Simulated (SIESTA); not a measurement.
A self-consistent single point of ZrIn3 (I4/mmm, 4 atoms in the cell) with SIESTA.

Computed with SIESTA with LDA PW92, numerical atomic orbitals DZP, PseudoDojo LDA standard norm-conserving potentials (rewritten from UPF to PSML).

```
CELL_PARAMETERS angstrom
     -2.15006     2.15006     4.97804
      2.15006    -2.15006     4.97804
      2.15006     2.15006    -4.97804
ATOMIC_POSITIONS crystal
  Zr 0.00000 0.00000 0.00000
  In 0.25000 0.75000 0.50000
  In 0.75000 0.25000 0.50000
  In 0.50000 0.50000 0.00000
```

Reference input (self-consistent single point, DFT, GGA PBEsol, numerical atomic orbitals DZP, PseudoDojo PBEsol standard norm-conserving potentials (rewritten from UPF to PSML)): XC.functional = GGA; XC.authors = PBEsol; potentials = PseudoDojo PBEsol standard; PAO.BasisSize = DZP; PAO.EnergyShift = 0.01 Ry; MeshCutoff = 300 Ry; kgrid.MonkhorstPack = 7 7 7; OccupationFunction = FD; ElectronicTemperature = 1160.45 K; MaxSCFIterations = 150; SCF.Mixer.Method = Pulay; SCF.Mixer.Weight = 0.25. This run's input differs from it in these lines:

```diff
@@ -1,2 +1,2 @@
-# files in the folder: Zr.psml In.psml (PseudoDojo PBEsol standard)
+# files in the folder: Zr.psml In.psml (PseudoDojo LDA standard)
 SystemName  ZrIn3
@@ -24,4 +24,4 @@
 
-XC.functional                GGA
-XC.authors                   PBEsol
+XC.functional                LDA
+XC.authors                   PW92
 PAO.BasisSize                DZP
```

Output, abridged:

```
        iscf     Eharris(eV)        E_KS(eV)     FreeEng(eV)     dDmax    Ef(eV) dHmax(eV)
   scf:    1    -6776.885654    -6784.384013    -6784.427300  1.454033 -3.898800  3.740088
   scf:    2    -6785.831763    -6785.147367    -6785.192945  0.167002 -4.052766  2.353369
   scf:    3    -6785.849696    -6785.557879    -6785.606361  0.194344 -4.218353  0.344278
   scf:    4    -6785.565209    -6785.562327    -6785.610996  0.018875 -4.231657  0.044613
   scf:    5    -6785.562580    -6785.562484    -6785.611112  0.001370 -4.233904  0.007328
   [... 2 lines left out ...]
   scf:    8    -6785.562507    -6785.562505    -6785.611125  0.000191 -4.236982  0.002465
   scf:    9    -6785.562516    -6785.562511    -6785.611125  0.000156 -4.236593  0.002847
   scf:   10    -6785.562505    -6785.562508    -6785.611125  0.000101 -4.236809  0.000043
   scf:   11    -6785.562508    -6785.562508    -6785.611125  0.000002 -4.236811  0.000007
SCF Convergence by DM+H criterion
max |DM_out - DM_in|         :     0.0000019838
max |H_out - H_in|      (eV) :     0.0000070344
SCF cycle converged after 11 iterations

Using DM_out to compute the final energy and forces

siesta: E_KS(eV) =            -6785.5625

siesta: E_KS - E_eggbox =     -6785.5625

siesta: Atomic forces (eV/Ang):
     1   -0.000000   -0.000000    0.000000
     2    0.000181   -0.000181   -0.000000
     3   -0.000181    0.000181   -0.000000
     4    0.000000    0.000000   -0.000000
   Tot   -0.000000   -0.000000   -0.000000
   Max    0.000181
   Res    0.000104    sqrt( Sum f_i^2 / 3N )
   Max    0.000181    constrained

Stress tensor Voigt[x,y,z,yz,xz,xy] (kbar):       80.44       80.44       71.16       -0.00       -0.00        0.00
(Free)E + p*V (eV/cell)    -6790.0550
   [... lines left out ...]
siesta: FreeEng =     -6785.611125
   [... lines left out ...]
siesta:     0.050208    0.000002   -0.000002
siesta:     0.000002    0.050208   -0.000002
siesta:    -0.000002   -0.000002    0.044416

siesta: Cell volume =         92.049104 Ang**3

siesta: Pressure (static):
siesta:                Solid            Molecule  Units
siesta:          -0.00052581         -0.00052584  Ry/Bohr**3
siesta:          -0.04827758         -0.04828039  eV/Ang**3
siesta:         -77.34921236        -77.35371572  kBar
```

The run converged in 11 iterations. Against the reference run the pressure goes from -5.07 to -7.73 GPa.

The starting cell comes from a database of computed structures (which also holds hypothetical and non-ambient phases and stackings), without a prior relaxation at this level. Its lattice was rescaled by a random factor within 2.5 % of one. Values carry the incompleteness of an atom-centred basis. With a pressure of about -8 GPa the cell is away from its equilibrium volume at this level.

Cost on one core of a shared machine: roughly 70 s.
